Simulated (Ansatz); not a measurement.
Density of states of BP (F-43m) below the valence band maximum, r2SCAN with spin-orbit coupling, rigid bands run with Ansatz (a program for electronic structure); cell volume 23.1 Å³.

(energy from edge (eV), 10⁻³ states/eV/cell): (0.006, 6.34); (0.031, 25.9); (0.056, 42.7); (0.081, 54.8); (0.106, 64.3); (0.131, 73.1); (0.156, 80.9); (0.181, 88.3); (0.206, 95.4); (0.231, 102); (0.256, 109); (0.281, 115); (0.319, 124); (0.344, 130); (0.369, 136); (0.394, 142); (0.419, 148); (0.444, 154); (0.469, 159); (0.494, 165); (0.519, 171); (0.544, 176); (0.569, 182); (0.594, 188)

Task: What effective density of states at 300 K does this give (∫ g(E) exp(−E/k_BT) dE, both spins, divided by the cell's size)?

Result: 2.3e19 cm⁻³, a density-of-states mass of 0.94 mₑ, valleys and band degeneracy included.

Geometry: cell and atoms relaxed with PBEsol.
